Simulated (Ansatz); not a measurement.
**Ag: strain along the normal**

Ag (fcc, Fm-3m, 16.655 Å³/atom at rest) under an equal strain ε in the (111) plane with the normal axis free, as in a coherent film. PBEsol in Ansatz, a plane-wave DFT program (PAW, default set), 420 eV, 28×28×28 Γ-centred mesh, Fermi-Dirac smearing 0.10 eV; ions are relaxed within the symmetry of each cell.

Here s stands for strain and y for normal strain.

```
strain (%)  normal strain (%)
----------  -----------------
-1.25                    1.06
-0.83                    0.70
-0.42                    0.36
0.00                     0.00
0.42                    -0.36
0.83                    -0.70
1.25                    -1.06
2.50                        ?
```

Problem. Using a straight line, estimate the missing y at s = 2.50 from the other rows, showing the fit.

Solution. Means: s 0, y 0.000. About the means, the sum of products is -4.1144 and the sum of squares of s is 4.8556; the slope is their ratio. Least squares gives y = 0.000 - 0.8474·s. Residuals (row less fit): 0.001, -0.003, 0.004, 0.000, -0.004, 0.003, -0.001; standard error 0.003 (degrees of freedom: 5). The slope, -0.85 ± 0.00, is the elastic response of the normal axis. At the withheld row, y = 0.000 - 0.8474 × 2.50 = -2.119%. The calculation gives -2.16%, 0.041% below the prediction (1.3 % of the range of y in the table). The row lies outside the fitted rows, so this is an extrapolation. The fitted rows scatter only by rounding.

One order more doesn't follow all runs of the series either: the slope changes along it. In a metal these values are sensitive to mesh and smearing; energies are taken to zero smearing, stresses follow the free energy. Rows are the converged runs of the series near zero and its far end; series whose fitted rows scatter by over a few per cent of the range, as at a crossing or softening among them, aren't shown in this form. Most that stay on the fit to the last digits aren't either.
